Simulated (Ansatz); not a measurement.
The parent structure is ZrS2 in the CdI2 type structure (space group P-3m1, No. 164; layered, stacked along the Cartesian z axis).

```yaml
crystal:
  lattice:
    - [3.57807, 0.00000, 0.00000]
    - [-1.78903, 3.09870, 0.00000]
    - [0.00000, 0.00000, 5.53982]
  atoms:
    - { symbol: Zr, position: [0.00000, 0.00000, 0.00000] }
    - { symbol: S, position: [0.33333, 0.66667, 0.26475] }
    - { symbol: S, position: [0.66667, 0.33333, 0.73525] }
```

Levels (all Ansatz, an electronic-structure program, PAW): PBEsol-D3(BJ) (420 eV, no spin-orbit coupling); r2SCAN (500 eV, no spin-orbit coupling).

Its gap is 0.29 eV with PBEsol-D3(BJ) and 0.66 eV with r2SCAN.

Perturbation: every S is replaced by O; the structure is relaxed again.

With PBEsol-D3(BJ) the gap becomes 3.92 eV.

Problem. If the r2SCAN correction stayed the same, what would the r2SCAN gap be, and what does the r2SCAN run give?

Solution. A rigid correction of +0.37 eV gives 4.29 eV. The r2SCAN run gives 4.46 eV, so the correction itself changes by +0.17 eV.

Single points use the geometry relaxed with PBEsol-D3(BJ). Stability against distortions was not tested. As relaxed here, ZrO2 is a hypothetical phase, not in the database extracts checked. The zero or small gap of ZrS2 can change with the level of theory.
